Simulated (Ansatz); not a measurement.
Base system: WS₂ (space group P6_3/mmc, No. 194; a = 3.1147 Å, c = 11.7724 Å; layered, stacked along the Cartesian z axis). Axes: x lies along a and z along c of the hexagonal cell.

Calculations: Ansatz (a quantum-chemistry and plane-wave program) PBEsol-D3(BJ), without spin-orbit coupling.

Strains are applied to the cell and any free atomic positions relax.

One change was made to it. Results:

The smallest direct gap grows by 0.08 eV, from 1.92 eV to 2.00 eV; the band gap decreases by 0.026 eV to 0.63 eV; the valence-band top at Γ (three highest levels, from the VBM) changes from 0.00, -1.26, -1.60 eV to 0.00, -1.26, -1.73 eV; the pressure (mean of the normal stresses, compression positive) goes from zero to 3.03 GPa.

Question: What was done to the base?
A) uniaxial strain ε_xx = −2.40 %
B) uniaxial strain ε_xx = −3.00 %
C) uniaxial strain ε_xx = −1.80 %
D) uniaxial strain ε_xx = −1.20 %
E) uniaxial strain ε_xx = −0.60 %

Answer: A, uniaxial strain ε_xx = −2.40 %. For comparison, the valence-band top at Γ in the other runs: uniaxial strain ε_xx = −1.80 % gives 0.00, -1.26, -1.70 eV; uniaxial strain ε_xx = −0.60 % gives 0.00, -1.26, -1.63 eV; uniaxial strain ε_xx = −3.00 % gives 0.00, -1.26, -1.77 eV; uniaxial strain ε_xx = −1.20 % gives 0.00, -1.26, -1.67 eV.

With W present, leaving out spin-orbit coupling can change the band edges. Whether these cells are dynamically stable was not tested.
